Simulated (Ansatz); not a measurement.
The starting structures come from a database of crystals and need not be the phases stable at ambient conditions.

Inside the gap of an insulator the Bloch states are evanescent, with a wavenumber k + iκ along the transport direction.

Consider the following.

```xyz
20
Lattice="6.7918 0.0000 0.0000 -1.6288 6.9768 0.0000 0.0000 0.0000 7.2397" Properties=species:S:1:pos:R:3 pbc="T T T"
Sr     1.6168     0.9103     4.5535
Sr     3.5462     6.0664     2.6862
Sr     0.9647     2.5781     0.9336
Sr     4.1983     4.3987     6.3060
Te     4.7910     0.7224     6.0093
Te     0.3720     6.2543     1.2303
Te     4.5823     2.7659     2.3895
Te     0.5807     4.2108     4.8501
O      1.8760     3.3406     5.8986
O      3.2870     3.6361     1.3410
O      0.7055     0.1478     2.2788
O      4.4575     6.8290     4.9608
O      5.7513     2.2164     6.5953
O     -0.5883     4.7604     0.6443
O      3.6220     1.2720     2.9755
O      1.5410     5.7048     4.2642
O      3.3010     6.5256     0.2086
O      1.8621     0.4511     7.0311
O      4.4436     3.9395     3.8284
O      0.7194     3.0373     3.4113
```

Space group of this cell: P2_1/c. The cell is taken as given.

Transport runs along the normal of the first two printed cell vectors.

No gap correction and no spin-orbit coupling; mid-gap values are interpolated between computed energies.

State the band gap and the smallest decay constant κ at mid-gap according to Ansatz (a first-principles code) with r2SCAN.

Gap 4.15 eV on a 6×6×4 mesh; κ = 0.493 1/Å, at (0.333, 0.167) of the in-plane reciprocal vectors. At the zone centre, at the nearest computed energy, the slowest state has κ = 0.53 1/Å.
